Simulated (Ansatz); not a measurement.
## A computed series for GaN: response to strain

The parent structure is GaN in the zinc blende structure (space group F-43m, No. 216).

```yaml
crystal:
  lattice:
    - [0.00000, 2.22769, 2.22769]
    - [2.22769, 0.00000, 2.22769]
    - [2.22769, 2.22769, 0.00000]
  atoms:
    - { symbol: Ga, position: [0.00000, 0.00000, 0.00000] }
    - { symbol: N, position: [0.25000, 0.25000, 0.25000] }
```

Cartesian axes are those of the cell as printed.

Strains are applied to the cell and any free atomic positions relax; under biaxial strain the out-of-plane vector relaxes too.

Level of theory: LDA (Ansatz, a quantum-chemistry and plane-wave program; PAW; 420 eV plane waves; no SOC).

```csv
"biaxial strain, plane normal [111], relaxed out of plane (%)",out-of-plane strain (%)
0,0.00
0.42,-0.19
0.83,-0.37
1.67,?
2.08,-0.91
2.5,-1.09
```

### Question
Fit ε⊥ = −νε + γε² (strains in %) to the rows shown and predict the withheld row.

### Answer
Least squares on the printed values gives ν = 0.45 (the biaxial Poisson response) and γ = 0.006 (largest residual 0.00 %); this predicts -0.74 %, and the run gives -0.74 %, in agreement.

Whether these cells are dynamically stable was not tested. This is not the structure that GaN has at room temperature and ambient pressure.
